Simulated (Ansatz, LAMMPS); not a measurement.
Σ113 (15 1 0) [001] symmetric tilt, annealed from start 1, in Ge (diamond structure)

Cell 43.30 × 17.28 × 26.46 Å, Ge804, 804 atoms. Prepared with Tersoff's 1989 multicomponent potential (SiCGe.tersoff) in LAMMPS: 40 ps at 1300 K, cooling over 40 ps and minimisation with the cell free along the normal, at the potential's lattice parameter; then scaled to the PBE one. 

These are PBE, support functions at accuracy medium on the grid of 370 eV (norm-conserving potentials; Ansatz, a quantum-chemistry and plane-wave program) values and carry that method's errors.

Basis: localised support functions (accuracy medium) on a full density matrix. k-points: zone centre alone; occupations: Fermi-Dirac, 0.020 eV; spin polarisation not allowed. Spin-orbit coupling is left out.

Geometry partly relaxed: the largest remaining force component is 0.045 eV/Å.

```yaml
energy over the perfect crystal(s), per atom: 90 meV/atom
boundary energy (mean of two; the reference samples k-space alike but not identically): 0.77 J/m²
electronic_character_of_the_cell: no gap resolved at this smearing
coordination (neighbours within 2.983 Å): 0.6 % 3-fold, 95.8 % 4-fold, 3.6 % 5-fold
Ge-Ge bonds, mean ± spread: 2.527 ± 0.070 Å
bond angles, mean ± spread: 109.2° ± 9.1°
pressure: -0.74 GPa
cost_of_the_final_run: around 60 core-minutes (rough), 20 SCF iterations, 17 GiB
```
